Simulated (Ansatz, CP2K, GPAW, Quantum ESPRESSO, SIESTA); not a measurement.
**One structure in several programs: Ca3AsP (P1, 5 atoms in the cell)**

Self-consistent single point, at a second geometry (atoms moved at random). First geometry:

```
Ca3AsP
1.0
    5.42485     0.00000     0.00000
    0.00000     5.42485     0.00000
    0.00000     0.00000     5.42485
Ca P As
3 1 1
Direct
  0.00000   0.50000   0.50000
  0.50000   0.00000   0.50000
  0.50000   0.50000   0.00000
  0.00000   0.00000   0.00000
  0.50000   0.50000   0.50000
```

Second geometry:
```xyz
5
Lattice="5.4249 0.0000 0.0000 0.0000 5.4249 0.0000 0.0000 0.0000 5.4249" Properties=species:S:1:pos:R:3 pbc="T T T"
Ca     0.0494     2.7376     2.6689
Ca     2.6985    -0.0624     2.6984
Ca     2.6605     2.7681     0.0141
P      0.0930     0.0037    -0.0274
As     2.6359     2.6903     2.7833
```

Shared settings, as Ansatz (an electronic-structure program) writes them: kpoints.mp_grid.grid = 4 4 4; scf.occupations.method = gaussian; scf.occupations.width = 0.05 eV. Potentials and cutoffs stand in the table.

| code | model | ΔF from the first geometry (meV/atom) | pressure (GPa) | largest force (eV/Å) | gap on the mesh (eV) | cutoff |
|---|---|---|---|---|---|---|
| Quantum ESPRESSO | PBEsol, GBRV 1.5 ultrasoft (PBESOL) pseudopotentials | 20.5 | -1.20 | 1.364 | 0.107 | 40 Ry |
| GPAW | PBEsol, GPAW PAW datasets PBEsol (made by gpaw-setup) | 20.8 | -1.05 | 1.380 | 0.111 | 600 eV |
| SIESTA | GGA PBEsol, numerical atomic orbitals TZP, PseudoDojo PBEsol standard norm-conserving potentials (rewritten from UPF to PSML) | 32.0 | 4.02 | 2.070 | 0.030 | grid 400 Ry |
| CP2K | PBEsol, GPW, DZVP-MOLOPT-SR-GTH basis, GTH-PBE potentials (GTH_POTENTIALS) | 22.7 | -0.31 | 1.488 | – | grid 500 Ry |
| Ansatz | PBEsol, PAW files made with PBE | 20.4 | -1.27 | 1.356 | – | default |

Size of the force on each atom (eV/Å): Sizes of forces hide their directions.

| code | Ca1 | Ca2 | Ca3 | P4 | As5 |
|---|---|---|---|---|---|
| Quantum ESPRESSO | 1.219 | 0.571 | 0.376 | 0.214 | 1.364 |
| GPAW | 1.236 | 0.578 | 0.382 | 0.212 | 1.380 |
| SIESTA | 1.957 | 0.866 | 0.630 | 0.198 | 2.070 |
| CP2K | 1.353 | 0.626 | 0.416 | 0.207 | 1.488 |
| Ansatz | 1.210 | 0.569 | 0.372 | 0.214 | 1.356 |

A dash marks a value that a program does not give, or that is left out as unsure.

No gap is tabulated for CP2K and Ansatz: it is not read from that output, or partly filled or unconverged empty levels leave it unsure.

Gaps are read on the mesh.

The spread over the programs that give each value: ΔF from the first geometry within 11.6 meV/atom; pressure within 5.29 GPa; largest force within 0.714 eV/Å; gap on the mesh within 0.081 eV.

SIESTA and CP2K use small atom-centred bases, whose incompleteness enters pressures, forces and empty levels differently from a plane-wave cutoff. Ansatz's pressure is given at a fixed set of plane waves, as the other plane-wave codes print theirs. In the pressure, SIESTA (by 5.22) lies more than 1 GPa from the median of the plane-wave programs. In the force vectors, SIESTA (by 0.738) and CP2K (by 0.134) lie more than 0.08 eV/Å from the median of the plane-wave programs.

The starting cell comes from a database of computed structures (which also holds hypothetical and non-ambient phases and stackings), without a prior relaxation at this level. For this run, on top of that: atoms moved at random.

Keys are those of Ansatz 0.2.
